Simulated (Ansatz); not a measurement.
Consider GaN in the wurtzite structure (space group P6_3mc, No. 186).

```xyz
4
Lattice="3.1518 0.0000 0.0000 -1.5759 2.7295 0.0000 0.0000 0.0000 5.1383" Properties=species:S:1:pos:R:3 pbc="T T T"
Ga     0.0000     1.8197     0.0015
Ga     1.5759     0.9098     2.5707
N      0.0000     1.8197     1.9356
N      1.5759     0.9098     4.5048
```

Cartesian axes are those of the cell as printed.

Level of theory: Ansatz (a quantum-chemistry and plane-wave program), LDA, PAW, cutoff 420 eV, no spin-orbit coupling.

The change: a pure shear with ε_xz = ε_zx = 0.0167, atoms relaxed at fixed cell.

Task: Predict the stress tensor and what it implies for the stiffness.

Result: Stress of the strained cell less that of the base (GPa, compression positive):
```
  -0.12    0.00   -3.22
   0.00    0.06    0.00
  -3.22    0.00    0.08
```

Then −Δσ/γ with γ = 2ε = 0.0334 gives secant stiffness values (nonlinear terms included at this strain): C55 ≈ 97 GPa.

Whether these cells are dynamically stable was not tested.
